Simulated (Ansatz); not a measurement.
BP: response to strain

The parent structure is BP in the zinc blende structure (space group F-43m, No. 216; a = 4.5202 Å). Axes: x, y, z lie along the cube axes.

Strains are applied to the cell and any free atomic positions relax; under biaxial strain the out-of-plane vector relaxes too; under stress the whole cell relaxes.

Levels (all Ansatz, a program for electronic structure, PAW, earlier PAW set): PBEsol (420 eV, no SOC); r2SCAN (500 eV, without spin-orbit coupling); HSE06 (420 eV, spin-orbit coupling left out); PBEsol+SOC (420 eV, spin-orbit coupling included); HSE06+SOC (420 eV, spin-orbit coupling included).

Band gaps by level, all at the geometries relaxed with PBEsol:

| case | PBEsol | r2SCAN | HSE06 | PBEsol+SOC | HSE06+SOC |
|---|---|---|---|---|---|
| base | 1.11 eV | 1.39 eV | 1.94 eV | 1.10 eV | 1.93 eV |
| biaxial strain −0.91 %, plane normal [001], relaxed out of plane | 0.99 eV | (withheld) | 1.82 eV | 0.98 eV | 1.80 eV |
| biaxial strain +1.79 %, plane normal [001], relaxed out of plane | 0.77 eV | (withheld) | 1.58 eV | 0.77 eV | 1.58 eV |
| uniaxial strain ε_zz = −5.10 % | 0.25 eV | (withheld) | 1.04 eV | 0.25 eV | 1.04 eV |
| uniaxial strain ε_zz = −1.63 % | 0.84 eV | 1.11 eV | 1.66 eV | 0.84 eV | 1.66 eV |
| uniaxial stress, 2 GPa tension along z | 1.08 eV | (withheld) | 1.91 eV | 1.07 eV | 1.89 eV |

**Question.** What belongs in the blanks?

**Answer.** 
- biaxial strain −0.91 %, plane normal [001], relaxed out of plane, r2SCAN: 1.27 eV
- biaxial strain +1.79 %, plane normal [001], relaxed out of plane, r2SCAN: 1.03 eV
- uniaxial strain ε_zz = −5.10 %, r2SCAN: 0.49 eV
- uniaxial stress, 2 GPa tension along z, r2SCAN: 1.36 eV

Single points use the geometry relaxed with PBEsol. The hybrid gap comes from the SCF mesh plus the semilocal run's edge points and a few special points and is an upper bound. The spin-orbit shifts are approximate. Beyond what the load breaks, stability against distortions was not tested. A zero or small gap of BP under uniaxial strain ε_zz = −5.10 % can be the functional's error rather than a property of the material.
